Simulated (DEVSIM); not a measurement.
System: Al0.3Ga0.7As/GaAs p-n heterojunction, at 350 K.

Layer 1 from the left is Al0.3Ga0.7As, thickness (μm) 1.00, Na (cm⁻³) 1e18, τn (s) 3.5e-9, τp (s) 3.5e-9. Layer 2 from the left is GaAs, thickness (μm) 4.60, Nd (cm⁻³) 5e15, τn (s) 3.5e-9, τp (s) 3.5e-9.

Left contact: ohmic. Right contact: ohmic. Voltage is applied to the left contact. Recombination: SRH at mid-gap, radiative, Auger. Mobility is μmin + (μ − μmin)/(1 + (N/Nref)^α).

This is a model device: material constants are rounded textbook-type values typed into the input, and sizes, dopings and lifetimes were drawn at random. Values at 300 K; Nc and Nv go as T^1.5, mobilities as T to minus their exponent, the gap by Varshni's rule with the affinity fixed.

Al0.3Ga0.7As: gap (eV) 1.7981, affinity (eV) 3.833, permittivity 12.05, Nc (cm⁻³) 6.96e17, Nv (cm⁻³) 9e18, μn (cm²/Vs) 3880, μp (cm²/Vs) 197, μn,min 500, μp,min 20, Nref,n 6e16, Nref,p 1.5e17, αn 0.39, αp 0.38, T exponent of μn 2.1, T exponent of μp 2.2, B (cm³/s) 2e-10, Cn (cm⁶/s) 1e-30, Cp (cm⁶/s) 1e-30, Varshni α (eV/K) 0.000541, Varshni β (K) 204. GaAs: gap (eV) 1.424, affinity (eV) 4.07, permittivity 12.9, Nc (cm⁻³) 4.7e17, Nv (cm⁻³) 9e18, μn (cm²/Vs) 8500, μp (cm²/Vs) 400, μn,min 500, μp,min 20, Nref,n 6e16, Nref,p 1.5e17, αn 0.39, αp 0.38, T exponent of μn 2.1, T exponent of μp 2.2, B (cm³/s) 2e-10, Cn (cm⁶/s) 1e-30, Cp (cm⁶/s) 1e-30, Varshni α (eV/K) 0.000541, Varshni β (K) 204.

Simulated with DEVSIM: 1D drift-diffusion, Boltzmann statistics, complete ionisation; no tunnelling, impact ionisation, image-force lowering or self-heating. Band offsets follow the typed affinities; no thermionic-emission limit at abrupt steps, no polarisation charge.

Task: What does the simulation give for the dark forward voltage at 1 A/cm², the largest field in the device at zero bias, the dark forward voltage at 100 A/cm²?

Result: dark forward voltage at 1 A/cm² 0.910 V; largest field in the device at zero bias 150000 V/cm; dark forward voltage at 100 A/cm² 1.098 V.
